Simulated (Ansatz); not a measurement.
How the bulk modulus B0 of WC (Fm-3m, No. 225; start mp-13136; another space group than a measured phase of this formula) moves with the method

No measured value is used here.

```tsv
level (code)	value (GPa)	cell (Å³/atom)
LDA (Ansatz)	___	10.10
PBEsol (Ansatz)	391	10.26
r²SCAN (Ansatz)	383	10.40
```

Question: Some entries are withheld; supply them.

Answer: 
- LDA (Ansatz, a quantum-chemistry and plane-wave program), value (GPa): 406

Density-functional levels without +SOC have no spin–orbit coupling. LDA, PBEsol, r²SCAN: the run has no spin polarisation, so it can have missed a magnetic state. LDA, PBEsol, r²SCAN: the bulk modulus is −V dP/dV from two relaxed cells at ±2 % in volume. LDA, PBEsol, r²SCAN: the relaxation could not lower the start's symmetry, so the cell can be a saddle point above a distorted one. Each level is taken at its own relaxed cell. Cutoffs differ between the levels. Ansatz's density-functional and Hartree–Fock values are scalar-relativistic unless marked +SOC, with PAW data made under PBE.

A start named mp-… is a Materials Project structure, which can be a computed phase never made.
